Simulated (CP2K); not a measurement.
Worked example: self-consistent single point of TaAs (I4_1md, 4 atoms in the cell) in CP2K.

Computed with CP2K with PBEsol, GPW, DZVP-MOLOPT-SR-GTH basis, GTH-PBE potentials (GTH_POTENTIALS).

```yaml
crystal:
  lattice:
    - [6.44841, 0.00000, 0.00000]
    - [4.55383, 4.56559, 0.00000]
    - [-5.50112, -2.28279, 2.47154]
  atoms:
    - { symbol: Ta, position: [0.49997, 0.99997, 0.50000] }
    - { symbol: Ta, position: [0.74997, 0.74997, 0.00000] }
    - { symbol: As, position: [0.08263, 0.58263, 0.50000] }
    - { symbol: As, position: [0.33263, 0.33263, 0.00000] }
```

Reference input (self-consistent single point, DFT PBE, GPW, DZVP-MOLOPT-SR-GTH basis, GTH-PBE potentials (GTH_POTENTIALS)): CUTOFF = 500 Ry; REL_CUTOFF = 50 Ry; SMEAR/METHOD = GAUSSIAN; SIGMA = 0.136 eV; KPOINTS/SCHEME = MONKHORST-PACK 8 8 8; GAMMA_CENTERED = T; XC_FUNCTIONAL = PBE; Ta/BASIS_SET = DZVP-MOLOPT-SR-GTH; Ta/POTENTIAL = GTH-PBE-q13; As/BASIS_SET = DZVP-MOLOPT-SR-GTH; As/POTENTIAL = GTH-PBE-q5; METHOD = GPW. This run's input differs from it in these lines:

```diff
@@ -43,3 +43,6 @@
     &XC
-      &XC_FUNCTIONAL PBE
+      &XC_FUNCTIONAL
+        &PBE
+          PARAMETRIZATION PBESOL
+        &END PBE
       &END XC_FUNCTIONAL
```

Output (repeated stretches shortened):

```
 SCF WAVEFUNCTION OPTIMIZATION

  Step     Update method      Time    Convergence         Total energy    Change
     1 NoMix/Diag. 0.20E+00      -     1.68093818      -129.8751502363 -1.30E+02
     2 Broy./Diag. 0.20E+00      -     0.05292649      -130.5153204938 -6.40E-01
     3 Broy./Diag. 0.20E+00      -     0.06357635      -129.7046476313  8.11E-01
     4 Broy./Diag. 0.20E+00      -     0.02325330      -129.0913090839  6.13E-01
     5 Broy./Diag. 0.20E+00      -     0.00432115      -129.0133101772  7.80E-02
     6 Broy./Diag. 0.20E+00      -     0.00180351      -128.9816221565  3.17E-02
   [... 4 lines left out ...]
    11 Broy./Diag. 0.20E+00      -     0.00000322      -128.9992315133  2.47E-05
    12 Broy./Diag. 0.20E+00      -     0.00000042      -128.9992126068  1.89E-05
    13 Broy./Diag. 0.20E+00      -     0.00000039      -128.9992148821 -2.28E-06
    14 Broy./Diag. 0.20E+00      -     0.00000004      -128.9992149109 -2.88E-08
  *** SCF run converged in    14 steps ***

  Overlap energy of the core charge distribution:               0.00000000507750
  Self energy of the core charge distribution:               -200.48457124461004
  Core Hamiltonian energy:                                     43.03630208254548
  Hartree energy:                                              45.20795578906978
  Exchange-correlation energy:                                -16.75860421774551
  Smearing free energy correction:                             -0.00029732522973
  Fermi energy:                                                 0.39004824942704

  Total energy:                                              -128.99921491089901
  Total energy (extrapolated to sigma->0):                   -128.99906624828415

                     Mulliken Population Analysis

   [... lines left out ...]

 STRESS| Analytical stress tensor [bar]
 STRESS|                        x                   y                   z
 STRESS|      x       -8.43698771848E+04   8.12124226182E+02  -4.35702562830E-02
 STRESS|      y        8.12124226182E+02  -8.59898160707E+04   5.53238988298E-03
 STRESS|      z       -4.35702562830E-02   5.53238988298E-03  -8.63270116021E+04
 STRESS| 1/3 Trace                                            -8.55622349525E+04
```

The run converged in 14 iterations. Against the reference run the pressure goes from -5.20 to -8.56 GPa and the largest force moves little (0.002 to 0.001 eV/Å).

The starting cell comes from a database of computed structures (which also holds hypothetical and non-ambient phases and stackings), without a prior relaxation at this level. Its lattice was rescaled by a random factor within 2.5 % of one. Spin polarisation is off. Values carry the incompleteness of an atom-centred basis. The potentials were made for another functional than the one used. With a pressure of about -9 GPa the cell is away from its equilibrium volume at this level.

Cost on one core of a shared machine: roughly 3 min.
